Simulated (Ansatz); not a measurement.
**Several settings converged on ZrCuSiP (P4mm, 8 atoms in the cell)**

```xyz
8
Lattice="3.5755 0.0000 0.0000 0.0000 3.5755 0.0000 0.0000 0.0000 9.4787" Properties=species:S:1:pos:R:3 pbc="T T T"
Zr     0.0000     1.7878     7.3617
Zr     1.7878     0.0000     2.1670
Si     1.7878     1.7878     0.0000
Si     0.0000     0.0000     0.0000
Cu     1.7878     1.7878     4.7394
Cu     0.0000     0.0000     4.7394
P      0.0000     1.7878     3.1108
P      1.7878     0.0000     6.3679
```

Base method: PBEsol, default PAW files made with PBE (plane waves; Ansatz, a quantum-chemistry and plane-wave program).

Base settings: basis.ecutwfc = 420 eV; kpoints.mp_grid.grid = 7 7 2; hamiltonian.xc = pbesol; hamiltonian.pseudopotentials = {kind: paw} (the program's default PAW files); scf.occupations.method = gaussian; scf.occupations.width = 0.1 eV.

The count of work is k-points × plane waves × bands × iterations; it is no time. Core times come from one kind of shared machine, to one figure; runs under 30 s give none.

**The cutoff for other potential files**

Level: DFT, PBEsol, plane waves, harder PAW files (source: ansatz) made with PBE.

In this ladder: hamiltonian.pseudopotentials = {kind: paw, source: ansatz}.

The second cell is the first with its lattice scaled by 0.98.

The mesh stays at the base's, so the ladder's end is converged at best in this setting alone.

The first pressure column holds Ansatz's estimate of the finite-basis (Pulay) stress, which hides part of the cutoff error; the other is without it.

Only quantities that move along the ladder and can be compared are tabulated.

| basis.ecutwfc | free energy less the last step's (meV/atom) | energy of the compressed cell less the first (meV/atom) | pressure (GPa) | pressure without the Pulay estimate (GPa) | largest difference of a force vector from the last step's (eV/Å) | count of work / last | core time / last (rough) |
|---|---|---|---|---|---|---|---|
| 315 eV | 6359.89 | 41.77 | 0.36 | -331.91 | 0.172 | 0.11 | – |
| 385 eV | 1198.09 | 15.53 | -2.81 | -82.94 | 0.016 | 0.16 | – |
| 490 eV | 73.36 | 9.48 | -2.85 | -10.40 | 0.018 | 0.21 | – |
| 595 eV | 2.16 | 9.68 | -2.95 | -3.26 | 0.000 | 0.28 | – |
| 700 eV | 0.40 | 9.66 | -2.95 | -2.95 | 0.000 | 0.36 | 0.6 |
| 840 eV | 0.29 | 9.66 | -2.95 | -2.95 | 0.000 | 0.46 | 0.6 |
| 1050 eV | 0.09 | 9.65 | -2.95 | -2.96 | 0.000 | 0.65 | 0.8 |
| 1400 eV | 0.00 | 9.65 | -2.95 | -2.95 | 0.000 | 1.0 | 1 |

Coarsest basis.ecutwfc that holds the pressure within 1 GPa of the last step, with all finer ones: 385 eV, at 0.16 of the last step's count of work; the step before is off by 3.3 GPa.

Coarsest basis.ecutwfc that holds the free energy within 1 meV/atom of the last step, with all finer ones: 700 eV, at 0.36 of the last step's count of work; the step before is off by 2.2 meV/atom.

Coarsest basis.ecutwfc that holds the forces within 0.005 eV/Å of the last step, with all finer ones: 595 eV, at 0.28 of the last step's count of work; the step before is off by 0.018 eV/Å.

The energy difference between the two cells stays within 1 meV/atom of the last step's from 490 eV on, the total only from 700 eV on: much of the error is common to both cells and cancels.

At the lowest cutoff the pressure without the Pulay estimate lies 329 GPa under the last step's, the usual sign of Pulay stress in an incomplete plane-wave basis.

**The density cutoff**

The mesh stays at the base's, so the ladder's end is converged at best in this setting alone.

Only quantities that move along the ladder and can be compared are tabulated.

```csv
basis.ecutrho_ratio,free energy less the last step's (meV/atom),pressure (GPa)
2,-4.08,-2.70
3,-0.08,-2.97
4,0.00,-2.97
5,0.00,-2.97
6,0.00,-2.97
8,0.00,-2.97
10,0.00,-2.97
12,0.00,-2.97
16,0.00,-2.97
```

Coarsest basis.ecutrho_ratio that holds the pressure within 0.1 GPa of the last step, with all finer ones: 3; the step before is off by 0.28 GPa.

Coarsest basis.ecutrho_ratio that holds the free energy within 0.5 meV/atom of the last step, with all finer ones: 3; the step before is off by 4.1 meV/atom.

**The relaxed cell against the cutoff**

On ZrCuSiP (P4/nmm, 8 atoms in the cell): atoms on their sites.

In this ladder: relax = cell and atoms.

The mesh stays at the base's, so the ladder's end is converged at best in this setting alone.

Only quantities that move along the ladder and can be compared are tabulated.

```tsv
basis.ecutwfc	relaxed volume (Å³/atom)	relaxation steps	core time / last (rough)
250 eV	14.885	30	1.0
295 eV	14.870	15	0.6
355 eV	14.811	9	0.4
420 eV	14.807	7	0.4
505 eV	14.806	7	0.6
630 eV	14.805	7	0.8
840 eV	14.805	7	1
```

Coarsest basis.ecutwfc that holds the relaxed volume within 0.015 Å³/atom of the last step, with all finer ones: 355 eV, at about 0.4 of the last step's time; the step before is off by 0.065 Å³/atom.

At the lowest cutoff the cell relaxes to a volume 0.5 % larger than at the highest. Ansatz relaxes on a stress corrected for the finite basis.

On the base run: the starting cell comes from a database of computed structures (which also holds hypothetical and non-ambient phases and stackings), without a prior relaxation at this level. Its lattice was rescaled by up to half a per cent. One atom was moved a little off its site on purpose. Spin polarisation is off. Without a gap this mesh is coarse (it stands for a supercell whose shortest vector is 19 Å).

Left out of this page: 1 run of the series stopped by limits of time or memory.

Keys are those of Ansatz 0.2.
